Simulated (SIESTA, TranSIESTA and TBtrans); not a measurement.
Run with TranSIESTA and TBtrans (open boundaries, self-consistent; PseudoDojo norm-conserving potentials, scalar-relativistic): Spin polarized, PAO.BasisSize DZP, PAO.EnergyShift 0.15 eV, XC.Authors PBE, Mesh.Cutoff 200 Ry, ElectronicTemperature 300 K, TS.Voltage 0.0 eV, TBT.Elecs.Eta 0.001 eV.

Device: Pt chain with one bond stretched by 0.3 Å. Leads: straight Pt chain, spacing 2.4 Å. Geometry: as built, not relaxed.

Q: Give the largest eigenchannel transmissions at the Fermi level (four at most) and the total.

A: Up: 0.98, 0.93, 0.93, 0.92 (total 3.75); down: 0.98, 0.93, 0.93, 0.92 (total 3.75). A magnetic start was tried, and the separate lead runs end without a moment. The straight chain is held at its spacing; free chains may zigzag or dimerise. Spin-orbit coupling, left out here, matters for the heavy atoms.
